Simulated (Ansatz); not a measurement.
SiO2 (P4₁2₁2, No. 92)

The numbers are results of HSE06 (plane waves, PAW; Ansatz, a program for electronic structure), not measurements.

Run with plane-wave cutoff 500 eV, 4×4×4 k mesh, gaussian smearing 0.02 eV, scalar-relativistic PAW data made under PBE.

Cell: relaxed with r²SCAN: a = 4.984 Å, b = 4.984 Å, c = 6.923 Å, α = 90.00°, β = 90.00°, γ = 90.00°.

```json
{
 "band_gap": "7.51 eV (on the SCF k mesh)"
}
```

Note: cell and atoms aren't relaxed at this level (largest force component 0.05 eV/Å).

The computed numbers hold no vibrational or temperature effects.

Computing time: very roughly 3.0 core-minutes.
